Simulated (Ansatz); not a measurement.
# SiSn (model structure, started from the litharge type, P4/nmm, No. 129, 4 atoms in the cell)

Level of theory: PBEsol (plane waves, PAW; Ansatz, a quantum-chemistry and plane-wave program).

Numerical settings: plane-wave cutoff 500 eV, 8×8×6 k mesh (along the axes of the cell as run), Fermi–Dirac smearing 0.05 eV, scalar-relativistic PAW data made under PBE.

Cell (relaxed at this level):

```xyz
4
Lattice="3.4328 0.0000 0.0000 0.0000 3.4328 0.0000 0.0000 0.0000 7.4008" Properties=species:S:1:pos:R:3 pbc="T T T"
Sn     1.7164     0.0000     2.5104
Sn     0.0000     1.7164     4.8905
Si     0.0000     0.0000     0.0000
Si     1.7164     1.7164     0.0000
```

| Quantity | Value |
|---|---|
| band gap | none |

Note: the relaxation could raise the start's symmetry but not lower it, so the cell can be a saddle point.

Spin–orbit coupling is not included.

Static lattice: no zero-point or thermal effects.

The result took very roughly 4 core-minutes.

A model structure was made by putting elements into a prototype or built by hand; it is no filed structure, need not be a known phase, and can be a saddle point held by its symmetry.
